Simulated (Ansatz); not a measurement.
Se on the Si site + 1 H (silicon host)

Computed with PBE, PAW (plane waves to 420 eV; Ansatz, a program for electronic structure). The supercell holds 64 host sites (2×2×2 repeats of the unit cell), with a 2×2×2 shifted k-point sampling for the final energies. Sites at the start: the Si site; H antibonding at the neighbour. Finite-size correction: monopole term and site-potential alignment. Dielectric constants: PBE linear response of the host. Host gap at this level: 0.61 eV. A cell of this size leaves errors of a few tenths of an eV. PBE underestimates the host's gap, which shifts levels and can delocalise carriers. Spin–orbit coupling is left out. Each state is the lowest found from its start.

Formation energies E_f are given with the Fermi level at the valence-band maximum. Chemical conditions: host crystal and elements as references (Δμ(Si) = 0.00 eV, Δμ(Se) = 0.00 eV, Δμ(H) = 0.00 eV; Se taken from its element, since no compound that bounds it was computed at this level; H taken from its element, since no compound that bounds it was computed at this level; only phases computed here count, gases as isolated molecules at 0 K). Reference phases: H: H2 molecule in a box, Se: trigonal Se, Si: silicon.

```tsv
charge	moment (μB)	point group	largest move off a lattice site (Å)	image correction with alignment (eV)	E_f, host crystal and elements as references (eV)
+1	not spin-polarised	C3v	0.75	0.23	0.83
0†	fractional	–	0.73	0.00	1.43
−1†	not spin-polarised	–	0.73	-0.01	–
```

† Not settled in this cell, so no level is given: charge 0: fractional moment, a level filled in part, carriers not clearly localised, level within 0.1 eV of a band edge or past it; charge −1: carriers not clearly localised, level within 0.1 eV of a band edge or past it.

Point groups are those of the whole cell at tolerances of 0.03 and 0.1 Å ("near" where only the looser one holds); none is given for unsettled states.

Starting moments that weren't kept: charge 0 began with 1 μB and ended with 0.4.

No other site or start that was run ended lower by more than 0.1 eV.

Flagged in the runs: a doubtful potential alignment, a strain field that reaches the edge of the cell.
